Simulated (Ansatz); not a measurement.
# Amorphous Si$_{30}$C$_{18}$N$_{16}$

It comes from a melt-quench run on a machine-learned potential (CHGNet), relaxed afterwards by DFT. N atoms were pushed apart under 1.9 Å during the dynamics, to hinder bonds among them. The hot cell started wider than the set density and was brought back towards it in steps. It is the lowest in DFT energy of 2 quenches. It is a model cell: composition and starting density were chosen by hand, and all elements were melted together. No dispersion term was used.

Method: PBE, scalar-relativistic without spin-orbit coupling (plane waves to 420 eV, PAW; Ansatz, a program for electronic structure). Geometry, pressure, stress and energy are those of the PBE run. Its sampling: a 2×2×2 Γ-centred mesh; Fermi-Dirac width 0.01 eV; collinear spin, started from moments on atoms (at the end a net moment of 0.2 μB, with unpaired spins of both signs, a broken-symmetry state; no other order was tried). In the spin-polarised cell the level spacing at the Fermi energy can part levels of unlike spin. The levels at the Fermi energy are partly filled. A closed spacing in one fast-quenched cell at PBE doesn't show the material to be a metal.

```yaml
number_of_atoms_in_the_cell: 64
Density (volume relaxed, without dispersion): 2.70 g/cm³
volume_per_atom: 83.1 bohr^3
Pressure on a 2×2×2 Γ-centred mesh: 0.05 GPa
Largest force and stress component on that mesh (the relaxation ran on the zone centre alone): 0.36 eV/Å and 3.8 GPa
Energy relative to 6H silicon carbide + beta Si3N4 (lowest mix at this level among the phases computed, not always the ambient ones): 0.649 eV/atom
Level spacing at the Fermi energy on a 2×2×2 Γ-centred mesh (PBE): within the smearing (under twice its width)
net_moment: 0.24 μB (unpaired spins of both signs, a broken-symmetry state)
```

Cut-offs for bonds: Si-Si 2.60 Å, Si-C 2.19 Å, Si-N 2.20 Å, C-C 1.78 Å, C-N 1.76 Å, N-N 1.70 Å. Two cations that share two anions don't count as bonded, nor two that share one unless they lie closer than Si-Si 2.38 Å, Si-C 2.00 Å, C-C 1.63 Å.

The mean coordination of Si is 3.80 (8 with 3, 20 with 4, 2 with 5) and the mean coordination of C is 3.50 (9 with 3, 9 with 4). The mean coordination of N comes out as 3.19 (13 with 3, 3 with 4) and the mean Si-C bond is 1.885 Å (spread 0.065 Å, 51 counted). The mean Si-N bond is 1.812 Å (spread 0.084 Å, 49 counted).

Its density started from a set value of 2.55 g/cm³. The quench (nominally 200 K/ps over its main leg) was far faster than any real one, so the model tends to hold more defects than a real film. Values belong to this one cell and scatter from quench to quench. The volume was free in the relaxation, at fixed shape. Stress components on the final sampling reach 3.8 GPa. On a 2×2×2 Γ-centred mesh force components of up to 0.36 eV/Å stay, since the relaxation ran on the zone centre alone.
